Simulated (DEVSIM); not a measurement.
Device: Schottky contact on n-type GaN, at 400 K.

| layer (left to right) | material | thickness (μm) | Nd (cm⁻³) | τn (s) | τp (s) |
|---|---|---|---|---|---|
| 1 | GaN | 0.440 | 2.1e17 | 2.5e-8 | 2.5e-8 |
| 2 | GaN | 0.950 | 1.2e18 | 2.5e-8 | 2.5e-8 |

Left contact: Schottky, work function 4.96 eV, emission velocity 2.8e6 cm/s. Right contact: ohmic. Voltage is applied to the left contact. Recombination: SRH at mid-gap. Mobility is μmin + (μ − μmin)/(1 + (N/Nref)^α).

Constants are typed, rounded textbook-type inputs, not results; the design itself was drawn at random and stands for no fabricated device. Values at 300 K; Nc and Nv go as T^1.5, mobilities as T to minus their exponent, the gap by Varshni's rule with the affinity fixed.

```
parameter             GaN
----------------  -------
gap (eV)             3.43
affinity (eV)         4.1
permittivity          9.5
Nc (cm⁻³)          2.3e18
Nv (cm⁻³)          4.6e19
μn (cm²/Vs)          1200
μp (cm²/Vs)           100
μn,min                 55
μp,min                  3
Nref,n               2e17
Nref,p               3e17
αn                      1
αp                      2
T exponent of μn      1.5
T exponent of μp        2
Varshni α (eV/K)  0.00091
Varshni β (K)         830
```

DEVSIM, 1D drift-diffusion, Boltzmann statistics, complete ionisation; no tunnelling, impact ionisation, image-force lowering or self-heating. Metal contacts follow the ideal Schottky-Mott rule: no Fermi-level pinning, no interface dipoles.

The metal work function was swept, all else fixed.

```json
[
 {"metal work function (eV)": "4.81", "dark forward voltage at 1 A/cm² (V)": "0.219", "dark forward voltage at 100 A/cm² (V)": "0.379", "potential step across the device at zero bias (V)": "0.673"},
 {"metal work function (eV)": "4.86", "dark forward voltage at 1 A/cm² (V)": "0.269", "dark forward voltage at 100 A/cm² (V)": "0.429", "potential step across the device at zero bias (V)": "0.723"},
 {"metal work function (eV)": "4.91", "dark forward voltage at 1 A/cm² (V)": "0.319", "dark forward voltage at 100 A/cm² (V)": "0.479", "potential step across the device at zero bias (V)": "0.773"},
 {"metal work function (eV)": "4.96", "dark forward voltage at 1 A/cm² (V)": "0.369", "dark forward voltage at 100 A/cm² (V)": "0.529", "potential step across the device at zero bias (V)": "0.823"},
 {"metal work function (eV)": "5.01", "dark forward voltage at 1 A/cm² (V)": "0.419", "dark forward voltage at 100 A/cm² (V)": "0.579", "potential step across the device at zero bias (V)": "0.873"},
 {"metal work function (eV)": "5.06", "dark forward voltage at 1 A/cm² (V)": "0.469", "dark forward voltage at 100 A/cm² (V)": "0.629", "potential step across the device at zero bias (V)": "0.923"},
 {"metal work function (eV)": "5.11", "dark forward voltage at 1 A/cm² (V)": "0.519", "dark forward voltage at 100 A/cm² (V)": "0.679", "potential step across the device at zero bias (V)": "0.973"},
 {"metal work function (eV)": "5.16", "dark forward voltage at 1 A/cm² (V)": "0.569", "dark forward voltage at 100 A/cm² (V)": "0.729", "potential step across the device at zero bias (V)": "1.023"}
]
```

From the first row to the last the dark forward voltage at 1 A/cm² goes from 0.219 to 0.569. From the first row to the last the dark forward voltage at 100 A/cm² goes from 0.379 to 0.729.
